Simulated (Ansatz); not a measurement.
Output of an Ansatz run (abridged):

```
WARN ansatz: RAYON_NUM_THREADS=1 ignored (pool sized by the plan → 1); use --threads N
Pseudopotentials: kind: paw
Pseudopotential: Hg, paw, valence charge 20
Crystal: 6 atoms, lattice volume = 222.244 Å³
Basis set: ecut = 420 eV, 4339 PW (Γ)
Bands: 72, of which v1, the nominal top of the filled ones, is band 60 counted from 1 (59 counted from 0)
Symmetry: 4 space group operations
Space group: P21/c (ITA 14), of the structure as read, at distance tolerance 6.1e-5 Å
k-points: 20 of 48
PAW frozen core: Hg, regenerated for the run's functional, and the local potential with it
Initial density: superposition of atomic densities (neutral atoms: chi_scale 0, normalization atom), corrected by the library's trained network
Initial wavefunctions: pseudopotential atomic-orbital guess
Eigensolver: davidson
Functional: x = slater, c = lda
SCF iter   1: F=—  HF=-81132.708988 eV  |F-HF|=—  |Δ(HF+E_count)|=         —  Δρ=4.07e-3  dr2=1.89e-2  ethr=1.77e-3  ⟨swp⟩=5.0  Hψ=4177  notcnv=0  defer=197
all-band conjugate gradients solve this SCF's bands
preconditioner: auto → Resta (q_TF=auto, 2.462 Å⁻¹)
SCF iter   2: F=—  HF=-81132.706579 eV  |F-HF|=—  |Δ(HF+E_count)|=   2.41e-3  Δρ=1.99e-3  dr2=3.39e-3  ethr=1.58e-5  ⟨swp⟩=2.0  Hψ=2420  notcnv=0  defer=200
SCF iter   3: F=—  HF=-81132.706046 eV  |F-HF|=—  |Δ(HF+E_count)|=   5.34e-4  Δρ=4.68e-4  dr2=3.20e-4  ethr=2.83e-6  ⟨swp⟩=2.0  Hψ=2057  notcnv=0  defer=199
SCF iter   4: F=—  HF=-81132.706079 eV  |F-HF|=—  |Δ(HF+E_count)|=   3.32e-5  Δρ=8.52e-5  dr2=3.23e-5  ethr=2.67e-7  ⟨swp⟩=2.0  Hψ=1403  notcnv=0  defer=136
SCF iter   5: F=—  HF=-81132.705898 eV  |F-HF|=—  |Δ(HF+E_count)|=   1.81e-4  Δρ=2.56e-5  dr2=1.89e-6  ethr=2.69e-8  ⟨swp⟩=2.4  Hψ=1991  notcnv=0  defer=114
SCF iter   6: F=—  HF=-81132.705899 eV  |F-HF|=—  |Δ(HF+E_count)|=   3.34e-7  Δρ=6.22e-6  dr2=1.57e-7  ethr=1.58e-9  ⟨swp⟩=2.5  Hψ=2123  notcnv=0  defer=114
SCF iter   7: F=-81132.705899 eV  HF=-81132.705899 eV  |F-HF|=4.02e-9  |Δ(HF+E_count)|=   3.79e-8  Δρ=2.73e-6  dr2=2.39e-8  ethr=8.33e-11  ⟨swp⟩=11.3  Hψ=7003  notcnv=0
SCF 1 converged in 7 iterations: F = -81132.705899 eV  dr2 = 2.39e-8
SCF converged after 7 iterations
Free energy (F): -81132.705899 eV
Harris-Foulkes:  -81132.705899 eV  (|F-HF|=4.02e-9)
Internal energy: -81132.705899 eV  (E = F + TS)
E sigma→0 (E₀):  -81132.705899 eV
Fermi energy:    6.526929 eV
--- Per-component energies (eV) ---
  E_band       = -3138.830102
  E_kinetic    = 3627.124247
  E_local      = -20111.906219  (includes V_loc(G=0)·N_el)
  E_nonlocal   = 486.571163
  E_hartree    = 8564.722535
  E_xc         = -1307.067532
  E_vxc        = -1563.102233  (∫ρ·V_xc dr)
  E_paw        = -57940.321811  (= ΣΔE_a)
  E_vpaw       = -2706.957240  (= ΣTr[D̂ρ^β])
  E_aug_tail   = 0.005051  (compensation charges beyond the density's cutoff)
  E_ewald      = -14455.289889
  E_core_change = 3.456556  (= ΣΔE_core)
  E_smearing   = -0.000000  (= −TS)
  E_closure    = -0.000000  (closes the sum)
  Σ components = -81132.705899   (vs F -81132.705899, Δ=0.00e0)
--- Forces (eV/Å), atoms counted from 1 ---
  atom   1  Hg    -0.00000000    -0.00000000     0.00000000
  atom   2  Hg     0.00000000     0.00000000     0.00000000
  atom   3  Hg    -0.00124156    -0.06885013    -0.09968789
  atom   4  Hg     0.00124156     0.06885013     0.09968789
  atom   5  Hg     0.00124156    -0.06885013     0.09968789
  atom   6  Hg    -0.00124156     0.06885013    -0.09968789
  max |Σ_I F_I| component: 1.39e-17 eV/Å
--- Stress (GPa, compression-positive) ---
       -3.527039       0.000000      -0.016892
        0.000000      -3.342135      -0.000000
       -0.016892      -0.000000      -3.219316
  P = ⅓ Tr σ = -3.3628 GPa (-33.628 kbar)
  The stress holds the Pulay correction. Without it, at fixed plane waves, as pw.x and ABINIT print it: P = -3.3847 GPa
--- Band table (eV; the first three rows and the last of 20) ---
  k-point 0: bands = ["-106.9806", "-106.9803", "-106.9803", "-106.9803", "-106.8875", "-106.8875", "-55.2825", "-55.2771", "-55.2759", "-55.2746", "-55.2744", "-55.2700", "-55.2686", "-55.2678", "-55.2672", "-55.2659", "-55.2647", "-55.2647", [...]
  k-point 1: bands = ["-106.9805", "-106.9804", "-106.9803", "-106.9803", "-106.8875", "-106.8875", "-55.2821", "-55.2791", "-55.2744", "-55.2740", "-55.2729", "-55.2703", "-55.2696", "-55.2686", "-55.2671", "-55.2662", "-55.2646", "-55.2646", [...]
  k-point 2: bands = ["-106.9805", "-106.9805", "-106.9803", "-106.9803", "-106.8875", "-106.8875", "-55.2810", "-55.2810", "-55.2724", "-55.2724", "-55.2723", "-55.2723", "-55.2699", "-55.2699", "-55.2667", "-55.2667", "-55.2646", "-55.2646", [...]
  k-point 19: bands = ["-106.9804", "-106.9804", "-106.9803", "-106.9803", "-106.8875", "-106.8875", "-55.2799", "-55.2799", "-55.2742", "-55.2742", "-55.2713", "-55.2713", "-55.2700", "-55.2700", "-55.2661", "-55.2661", "-55.2652", "-55.2652", [...]
```

The structure:

```
CELL_PARAMETERS angstrom
      6.04368     0.00000     0.00000
      0.00000     6.45101     0.00000
     -2.47759     0.00000     5.70035
ATOMIC_POSITIONS crystal
  Hg 0.00000 0.00000 0.00000
  Hg 0.00000 0.50000 0.50000
  Hg 0.58311 0.35727 0.73986
  Hg 0.41689 0.64273 0.26014
  Hg 0.41689 0.85727 0.76014
  Hg 0.58311 0.14273 0.23986
```

**Question.** Reconstruct the input of this run.

**Answer.** Other spellings and defaults could give the same log, and not every line can be read from it. The input that was run (DFT, LDA (PW92), plane waves, default PAW files made with PBE):

Ansatz 0.2 input:
```yaml
crystal:
  lattice:
    - [6.043680, 0.000000, 0.000000]
    - [0.000000, 6.451013, 0.000000]
    - [-2.477588, 0.000000, 5.700347]
  atoms:
    - { symbol: Hg, position: [0.000000, 0.000000, 0.000000] }
    - { symbol: Hg, position: [0.000000, 0.500000, 0.500000] }
    - { symbol: Hg, position: [0.583110, 0.357270, 0.739860] }
    - { symbol: Hg, position: [0.416890, 0.642730, 0.260140] }
    - { symbol: Hg, position: [0.416890, 0.857270, 0.760140] }
    - { symbol: Hg, position: [0.583110, 0.142730, 0.239860] }
basis:
  ecutwfc: 420.0
kpoints:
  mp_grid:
    grid: [4, 3, 4]
hamiltonian:
  xc: lda
  pseudopotentials:
    kind: paw
scf:
  occupations:
    method: fixed
output:
  forces: true
  eigenvalues: true
  stress: true
```

The starting cell comes from a database of computed structures (which also holds hypothetical and non-ambient phases and stackings), without a prior relaxation at this level. Its lattice was rescaled by up to half a per cent. Spin-orbit coupling is off. With a pressure of about -3 GPa the cell is away from its equilibrium volume at this level. Ansatz's pressure includes its estimate of the finite-basis (Pulay) stress.

Ansatz is a first-principles code.
